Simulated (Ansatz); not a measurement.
The starting structures come from a database of crystals and need not be the phases stable at ambient conditions.

# Evanescent states of Ba$_{3}$Hf$_{2}$O$_{7}$ (I4/mmm, not sure to be the ambient phase, 12 atoms a cell, 15.8 Å³ an atom) along the normal of (001)

Method: r2SCAN (plane waves, PAW; Ansatz, a first-principles code).

No gap correction and no spin-orbit coupling; mid-gap values are interpolated between computed energies.

Energies count from the valence-band top; κ is the least over a 8×8 mesh across the current.

```
E (eV)  κ (1/Å)  where
------  -------  -----
0.10      0.133  off Γ
0.30      0.199      Γ
0.50      0.236      Γ
0.70      0.263      Γ
0.90      0.283      Γ
1.10      0.299      Γ
1.30      0.312      Γ
1.50      0.322      Γ
1.70      0.330      Γ
1.90      0.336      Γ
2.10      0.340      Γ
2.30      0.343      Γ
2.50      0.345      Γ
2.70      0.345      Γ
2.90      0.344      Γ
3.10      0.341      Γ
3.30      0.331  off Γ
3.50      0.302  off Γ
3.70      0.266  off Γ
3.90      0.222  off Γ
4.10      0.148      Γ
```

Question: How thick must the barrier be to attenuate the transmission by 10^4 when the electrodes' Fermi level lies at 3.50 eV, and what attenuation does that film give at 0.90 eV?

Answer: d = 4 ln 10 / (2 × 0.302) = 15.2 Å. At 0.90 eV it gives 4 × 0.283/0.302 = 3.7 decades.
